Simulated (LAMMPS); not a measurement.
An MD run on Si (diamond structure), 1000 atoms, at 1010 K and 0 GPa, heated as the crystal.

Computed with classical MD, pair style meam, file AlSiMgCuFe.meam; code LAMMPS.

Task: Give g(r) against r (Å) as the simulation yields it.

Result: State found: crystal; no diffusion seen in 30 ps.
```
r (Å)   g(r)
-----  -----
2.140  0.000
2.180  0.009
2.220  0.130
2.260  0.972
2.300   3.08
2.340   5.99
2.380   6.94
2.420   5.76
2.460   3.52
2.500   1.66
2.540  0.688
2.580  0.232
2.620  0.073
2.660  0.027
2.700  0.008
2.740  0.004
2.780  0.001
2.820  0.000
2.860  0.000
2.900  0.000
2.940  0.000
2.980  0.000
3.020  0.000
3.060  0.000
3.100  0.000
3.140  0.000
3.180  0.000
3.220  0.000
3.260  0.000
3.300  0.000
3.340  0.000
3.380  0.001
3.420  0.004
3.460  0.023
3.500  0.052
3.540  0.109
3.580  0.244
3.620  0.447
3.660  0.848
3.700   1.38
3.740   2.01
3.780   2.83
3.820   3.49
3.860   3.84
3.900   3.99
3.940   3.74
3.980   3.17
4.020   2.47
4.060   1.73
4.100   1.15
4.140  0.719
4.180  0.494
4.220  0.355
4.260  0.420
4.300  0.601
4.340  0.864
4.380   1.21
4.420   1.62
4.460   2.02
4.500   2.31
4.540   2.51
4.580   2.52
4.620   2.38
4.660   2.10
4.700   1.66
4.740   1.25
4.780  0.912
4.820  0.572
4.860  0.365
4.900  0.205
4.940  0.105
4.980  0.055
5.020  0.031
5.060  0.025
5.100  0.030
5.140  0.056
5.180  0.093
5.220  0.158
5.260  0.249
5.300  0.378
5.340  0.483
5.380  0.619
5.420  0.716
5.460  0.784
5.500  0.853
5.540  0.849
5.580  0.767
5.620  0.671
5.660  0.602
5.700  0.549
5.740  0.547
5.780  0.643
5.820  0.794
5.860   1.04
5.900   1.27
5.940   1.47
5.980   1.57
6.020   1.53
6.060   1.40
6.100   1.19
6.140  0.931
```
